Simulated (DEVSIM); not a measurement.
Device: abrupt InP n-p junction, at 300 K.

```
layer (left to right)  material  thickness (μm)  Nd (cm⁻³)  Na (cm⁻³)  τn (s)  τp (s)
---------------------  --------  --------------  ---------  ---------  ------  ------
1                           InP           0.980     1.8e16          -  2.4e-8  2.4e-8
2                           InP            17.0          -     7.2e14  2.4e-8  2.4e-8
```

Left contact: ohmic. Right contact: ohmic. Voltage is applied to the left contact. Recombination: SRH at mid-gap. Mobility is μmin + (μ − μmin)/(1 + (N/Nref)^α).

Constants are typed, rounded textbook-type inputs, not results; the design itself was drawn at random and stands for no fabricated device. Values at 300 K.

| parameter | InP |
|---|---|
| gap (eV) | 1.344 |
| affinity (eV) | 4.38 |
| permittivity | 12.5 |
| Nc (cm⁻³) | 5.7e17 |
| Nv (cm⁻³) | 1.1e19 |
| μn (cm²/Vs) | 5200 |
| μp (cm²/Vs) | 170 |
| μn,min | 400 |
| μp,min | 10 |
| Nref,n | 3e17 |
| Nref,p | 4.9e17 |
| αn | 0.47 |
| αp | 0.62 |

DEVSIM, 1D drift-diffusion, Boltzmann statistics, complete ionisation; no tunnelling, impact ionisation, image-force lowering or self-heating.

### Question
Tabulate band edges, carrier densities and field at -1.0 V on the left contact.

### Answer
Energies count from the Fermi level of the right contact; mesh points crowd at the junctions.

| x (μm) | Ec (eV) | Ev (eV) | n (cm⁻³) | p (cm⁻³) | field (V/cm) |
|---|---|---|---|---|---|
| 0.000 | 1.089 | -0.255 | 1.8e16 | < 1e2 | ≈ 0 |
| 0.02755 | 1.089 | -0.255 | 1.8e16 | 5.8e11 | ≈ 0 |
| 0.08947 | 1.089 | -0.255 | 1.8e16 | 1.9e12 | ≈ 0 |
| 0.2145 | 1.089 | -0.255 | 1.8e16 | 4.5e12 | ≈ 0 |
| 0.5970 | 1.089 | -0.255 | 1.8e16 | 1.3e13 | ≈ 0 |
| 0.8098 | 1.089 | -0.255 | 1.8e16 | 1.7e13 | 45 |
| 0.9153 | 1.093 | -0.251 | 1.5e16 | 2.3e13 | 1200 |
| 0.9725 | 1.111 | -0.233 | 7.7e15 | 4.7e13 | 6100 |
| 0.9952 | 1.126 | -0.218 | 4.3e15 | 8.5e13 | 6000 |
| 1.041 | 1.148 | -0.196 | 1.9e15 | 2.0e14 | 3700 |
| 1.148 | 1.174 | -0.170 | 6.8e14 | 5.4e14 | 1500 |
| 1.509 | 1.190 | -0.154 | 3.5e14 | 1.0e15 | 50 |
| 2.154 | 1.190 | -0.155 | 3.2e14 | 1.0e15 | -20 |
| 3.553 | 1.186 | -0.158 | 2.8e14 | 1.0e15 | -27 |
| 8.438 | 1.167 | -0.177 | 1.9e14 | 9.0e14 | -51 |
| 13.56 | 1.134 | -0.210 | 1.1e14 | 8.3e14 | -76 |
| 15.95 | 1.115 | -0.229 | 6.9e13 | 7.9e14 | -89 |
| 17.09 | 1.104 | -0.240 | 3.6e13 | 7.6e14 | -99 |
| 17.68 | 1.098 | -0.246 | 1.4e13 | 7.3e14 | -100 |
| 17.86 | 1.096 | -0.248 | 5.7e12 | 7.3e14 | -110 |
| 17.94 | 1.095 | -0.249 | 2.1e12 | 7.2e14 | -110 |
| 17.98 | 1.095 | -0.249 | < 1e2 | 7.2e14 | -110 |
